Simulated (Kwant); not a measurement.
Computed with Kwant: Hückel tight-binding model, one pz orbital an atom, one spin, coherent transport at 0 K. Conductance is in e²/h.

System: π system c1cc2sccc2s1 between two chain leads. The π system is taken as planar. Atoms are numbered from 0 in the order of the SMILES. Site energies (eV, carbon 0): [0.0, 0.0, 0.0, -3.3, 0.0, 0.0, 0.0, -3.3]. Bonds (i, j, β in eV): (0,1,-3) (1,2,-3) (2,3,-2.1) (3,4,-2.1) (4,5,-3) (5,6,-3) (6,7,-2.1) (7,0,-2.1) (6,2,-3). Leads: chains of hopping −4.5 eV, joined by −1.5 eV to atoms 0 and 4.

Site energies and bond integrals are typed Hückel values.

Sweep values stay those of the base run.

One input was changed, with this effect: transmission at E = 0 0.050 → 0.0022.

### Question
Which change was it?
(A) contacts moved from atoms [0, 4] to [0, 1]
(B) contacts moved from atoms [0, 4] to [0, 5]
(C) contacts moved from atoms [0, 4] to [1, 5]

### Answer
C, contacts moved from atoms [0, 4] to [1, 5]
